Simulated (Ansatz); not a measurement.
Structure of liquid or glassy (it is in mid-quench) Si24O50Sn (periodic cell): The frame is taken from the quench, at a set temperature of 2537 K (mean kinetic temperature of the ramp that ends there 2853 K), run with the CHGNet potential and a short-range wall. O atoms were pushed apart under 1.9 Å during the dynamics, to hinder bonds among them. The volume is set by the preparation, not predicted. It is a model cell: composition and starting density were chosen by hand, and all elements were melted together. The stretch lasted under a few ps.

```yaml
crystal:
  lattice:
    - [10.41355, 0.00000, 0.00000]
    - [0.00000, 10.41355, 0.00000]
    - [0.00000, 0.00000, 10.41355]
  atoms:
    - { symbol: Si, position: [0.13641, 0.48172, 0.57683] }
    - { symbol: Si, position: [0.00084, 0.90896, 0.00890] }
    - { symbol: Si, position: [0.19410, 0.21814, 0.26803] }
    - { symbol: Si, position: [0.83739, 0.46598, 0.59624] }
    - { symbol: Si, position: [0.37065, 0.41716, 0.41331] }
    - { symbol: Si, position: [0.15763, 0.44611, 0.91601] }
    - { symbol: Si, position: [0.45791, 0.83760, 0.87544] }
    - { symbol: Si, position: [0.59442, 0.71357, 0.22167] }
    - { symbol: Si, position: [0.99367, 0.04974, 0.48521] }
    - { symbol: Si, position: [0.85696, 0.68874, 0.83062] }
    - { symbol: Si, position: [0.95998, 0.19588, 0.95118] }
    - { symbol: Si, position: [0.81104, 0.31824, 0.14830] }
    - { symbol: Si, position: [0.27712, 0.00727, 0.04737] }
    - { symbol: Si, position: [0.86641, 0.85239, 0.28906] }
    - { symbol: Si, position: [0.83088, 0.18032, 0.67562] }
    - { symbol: Si, position: [0.55363, 0.32087, 0.03847] }
    - { symbol: Si, position: [0.34156, 0.22357, 0.86792] }
    - { symbol: Si, position: [0.34590, 0.70079, 0.38918] }
    - { symbol: Si, position: [0.09476, 0.68138, 0.36366] }
    - { symbol: Si, position: [0.66804, 0.92755, 0.73090] }
    - { symbol: Si, position: [0.65776, 0.45202, 0.37609] }
    - { symbol: Si, position: [0.43844, 0.88135, 0.54117] }
    - { symbol: Si, position: [0.06482, 0.46605, 0.15151] }
    - { symbol: Si, position: [0.61717, 0.62469, 0.94017] }
    - { symbol: O, position: [0.21009, 0.78280, 0.36172] }
    - { symbol: O, position: [0.79406, 0.33560, 0.64329] }
    - { symbol: O, position: [0.00987, 0.40403, 0.57278] }
    - { symbol: O, position: [0.89612, 0.96086, 0.38671] }
    - { symbol: O, position: [0.45204, 0.78811, 0.26847] }
    - { symbol: O, position: [0.40328, 0.71107, 0.54300] }
    - { symbol: O, position: [0.25895, 0.38731, 0.55263] }
    - { symbol: O, position: [0.74236, 0.51326, 0.47767] }
    - { symbol: O, position: [0.76580, 0.60073, 0.91691] }
    - { symbol: O, position: [0.58746, 0.92157, 0.57901] }
    - { symbol: O, position: [0.69118, 0.26942, 0.03177] }
    - { symbol: O, position: [0.06193, 0.96454, 0.61426] }
    - { symbol: O, position: [0.90697, 0.44483, 0.10736] }
    - { symbol: O, position: [0.12787, 0.60840, 0.49108] }
    - { symbol: O, position: [0.98696, 0.78698, 0.88858] }
    - { symbol: O, position: [0.85641, 0.14062, 0.49584] }
    - { symbol: O, position: [0.63879, 0.56971, 0.28739] }
    - { symbol: O, position: [0.90632, 0.18639, 0.11127] }
    - { symbol: O, position: [0.30964, 0.29003, 0.33016] }
    - { symbol: O, position: [0.89328, 0.59031, 0.70397] }
    - { symbol: O, position: [0.71091, 0.79642, 0.26055] }
    - { symbol: O, position: [0.77129, 0.04712, 0.74348] }
    - { symbol: O, position: [0.09165, 0.33869, 0.27084] }
    - { symbol: O, position: [0.15274, 0.89933, 0.06960] }
    - { symbol: O, position: [0.51286, 0.40480, 0.47019] }
    - { symbol: O, position: [0.49953, 0.69302, 0.84882] }
    - { symbol: O, position: [0.91951, 0.20882, 0.79614] }
    - { symbol: O, position: [0.21912, 0.10606, 0.90201] }
    - { symbol: O, position: [0.90896, 0.85378, 0.13769] }
    - { symbol: O, position: [0.19432, 0.48704, 0.06809] }
    - { symbol: O, position: [0.57915, 0.94472, 0.85814] }
    - { symbol: O, position: [0.37407, 0.16220, 0.70448] }
    - { symbol: O, position: [0.25784, 0.12892, 0.15256] }
    - { symbol: O, position: [0.36999, 0.89597, 0.00367] }
    - { symbol: O, position: [0.75816, 0.78809, 0.74788] }
    - { symbol: O, position: [0.94956, 0.72535, 0.38596] }
    - { symbol: O, position: [0.55073, 0.48117, 0.97094] }
    - { symbol: O, position: [0.11177, 0.52372, 0.78584] }
    - { symbol: O, position: [0.33032, 0.53514, 0.31757] }
    - { symbol: O, position: [0.95571, 0.02901, 0.92126] }
    - { symbol: O, position: [0.59335, 0.74234, 0.05332] }
    - { symbol: O, position: [0.10413, 0.11413, 0.37293] }
    - { symbol: O, position: [0.38392, 0.86880, 0.71224] }
    - { symbol: O, position: [0.08556, 0.29253, 0.95498] }
    - { symbol: O, position: [0.30694, 0.95814, 0.51131] }
    - { symbol: O, position: [0.05032, 0.58778, 0.23885] }
    - { symbol: O, position: [0.72559, 0.32631, 0.28461] }
    - { symbol: O, position: [0.50596, 0.29788, 0.18344] }
    - { symbol: O, position: [0.31391, 0.37205, 0.91269] }
    - { symbol: O, position: [0.46344, 0.21050, 0.97395] }
    - { symbol: Sn, position: [0.24210, 0.02797, 0.68491] }
```

These are PBE, scalar-relativistic without spin-orbit coupling (plane waves to 420 eV, PAW; Ansatz, a program for electronic structure) values and carry that method's errors. Sampling: the zone centre alone; Fermi-Dirac width 0.1 eV; no spin polarisation.

Task: What static pressure (without the ions' kinetic part) does the frame have on this sampling and cutoff?

Result: -7.02 GPa

Task: Give the DFT forces beside those of the CHGNet potential, and the mean absolute difference of the components.

Result: 
```csv
atom,Fx,Fy,Fz,Fx CHGNet,Fy CHGNet,Fz CHGNet
Si1,0.97,-0.55,1.94,0.83,-0.52,2.33
Si2,-0.15,-3.63,0.70,0.07,-3.83,0.31
Si3,-2.57,-1.66,2.60,-3.09,-2.14,2.47
Si4,5.43,4.29,0.90,5.49,4.72,1.13
Si5,-3.27,-4.22,-0.13,-3.90,-3.82,0.38
Si6,2.90,-3.25,-1.86,2.34,-3.00,-1.13
Si7,-0.39,3.18,-1.43,-0.56,2.99,-1.16
Si8,-1.41,0.09,-1.36,-1.65,0.51,-1.51
Si9,0.22,0.19,-3.35,0.29,-0.04,-3.20
Si10,2.49,2.95,-3.94,2.63,3.07,-3.75
Si11,0.19,-2.40,-0.25,0.86,-2.36,-0.37
Si12,-0.79,-1.63,-1.35,-0.45,-1.70,-2.02
Si13,-5.31,1.77,-0.03,-5.27,1.08,-0.09
Si14,-0.47,-4.84,-0.25,-0.71,-4.85,-0.18
Si15,-0.09,-0.30,-2.87,-0.38,-0.43,-3.07
Si16,-4.10,2.86,1.71,-3.44,3.55,-0.39
Si17,1.27,-0.40,-0.33,0.55,-0.60,-0.15
Si18,1.26,-0.42,-2.75,1.58,-0.14,-2.47
Si19,-4.24,-0.79,-2.66,-3.88,-0.84,-2.36
Si20,1.95,-1.52,-1.20,1.91,-1.81,-1.16
Si21,-3.67,-5.50,-2.39,-3.37,-4.79,-2.07
Si22,-0.66,-1.54,4.82,-0.79,-1.87,4.32
Si23,-1.26,-3.09,4.20,-0.69,-2.86,3.63
Si24,-4.61,-1.30,2.44,-4.53,-0.73,2.41
O25,1.95,-0.53,-1.01,1.84,-0.54,-1.09
O26,-3.06,-4.23,1.79,-3.12,-4.60,1.78
O27,-4.51,0.10,-0.46,-4.68,0.04,-0.49
O28,0.94,0.66,0.37,0.96,0.18,-0.13
O29,0.03,-3.17,2.42,0.11,-3.67,2.49
O30,0.28,1.46,-4.05,0.18,1.44,-4.35
O31,1.37,2.28,-1.26,1.55,2.46,-1.48
O32,4.38,0.99,4.90,4.60,0.66,5.01
O33,0.59,-0.19,0.68,0.43,-0.07,0.65
O34,0.45,-0.08,0.97,0.53,0.12,1.11
O35,6.77,0.44,0.70,6.34,0.52,1.09
O36,-0.73,2.39,-1.59,-0.72,2.39,-1.44
O37,0.06,-1.04,0.22,-0.02,-1.43,0.44
O38,1.44,-1.44,2.70,1.61,-1.57,2.52
O39,-2.36,-1.33,0.91,-2.53,-1.33,1.17
O40,1.77,1.02,5.94,1.63,1.55,6.39
O41,-2.48,3.28,-3.45,-2.80,2.66,-3.60
O42,-0.48,1.84,-1.60,-0.61,1.94,-1.68
O43,3.08,1.39,2.30,3.99,1.65,2.22
O44,-1.78,-1.42,-1.05,-1.85,-1.79,-1.56
O45,3.98,2.90,2.25,4.32,3.17,2.45
O46,-1.66,0.58,-2.11,-1.95,0.51,-2.28
O47,-1.03,1.59,-3.85,-1.29,1.65,-4.08
O48,-1.17,2.11,-1.00,-1.69,2.22,-0.84
O49,2.72,0.89,-1.87,2.78,0.81,-2.21
O50,0.88,-1.20,-0.34,1.13,-1.28,-0.45
O51,1.04,1.90,1.40,1.32,2.22,1.68
O52,3.13,-1.09,0.83,3.44,-0.88,0.30
O53,1.31,1.37,-1.29,1.46,1.57,-1.32
O54,-1.95,0.93,-1.97,-2.40,0.72,-1.84
O55,-1.21,-1.10,-0.05,-1.39,-1.07,-0.05
O56,-0.51,1.99,3.15,-0.47,2.13,3.52
O57,0.19,-1.74,-0.99,0.23,-1.30,-0.76
O58,3.09,-1.15,-2.34,3.52,-0.82,-2.48
O59,-1.25,1.83,0.36,-1.41,1.97,0.27
O60,-2.20,3.25,-1.38,-2.52,3.52,-1.38
O61,0.95,-0.46,0.55,0.84,-1.41,0.99
O62,1.66,-1.28,0.94,1.89,-1.56,0.68
O63,0.77,3.84,2.39,0.96,3.65,2.43
O64,1.15,1.32,2.24,0.93,1.30,2.58
O65,0.38,-2.53,2.01,0.42,-2.77,2.03
O66,-0.19,-0.15,0.97,0.03,-0.10,0.73
O67,-0.60,0.71,3.49,-0.51,0.97,3.45
O68,-1.05,1.93,-0.06,-1.36,2.08,0.01
O69,1.87,0.49,-1.33,1.89,0.65,-0.98
O70,1.59,1.87,1.32,1.83,1.96,1.37
O71,1.08,1.87,0.62,0.83,2.00,0.93
O72,0.04,1.76,0.23,-0.58,1.29,0.99
O73,-2.54,0.12,-2.58,-2.27,-0.09,-3.08
O74,-1.42,-1.71,-3.43,-0.91,-1.54,-2.91
Sn75,-0.44,-1.56,-0.76,-0.36,-1.73,-0.72
```
(forces in eV/Å)
Mean absolute difference 0.250 eV/Å against an r.m.s. DFT component of 2.19 eV/Å.
